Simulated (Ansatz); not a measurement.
Start from PbS in the rock salt structure (space group Fm-3m, No. 225; a = 6.009 Å).

The change: cell and atoms relaxed at a pressure of 1.8 GPa.

Levels (all Ansatz, an electronic-structure program, PAW): PBE (420 eV, no spin-orbit coupling); r2SCAN (500 eV, no SOC); HSE06 (420 eV, no spin-orbit coupling).

At the geometry relaxed with PBE, these levels gave the following band gaps, in shuffled order: (a) 0.64 eV, (b) 0.82 eV, (c) 0.38 eV.

Problem. Match each gap to its level.

Solution. (a) r2SCAN; (b) HSE06; (c) PBE.

Single points use the geometry relaxed with PBE. HSE06 gaps are upper bounds (no full band path). With Pb present, leaving out spin-orbit coupling can change the band edges. Load acts through the strain it causes; cell and atoms are relaxed under it. No phonon test of stability was made.
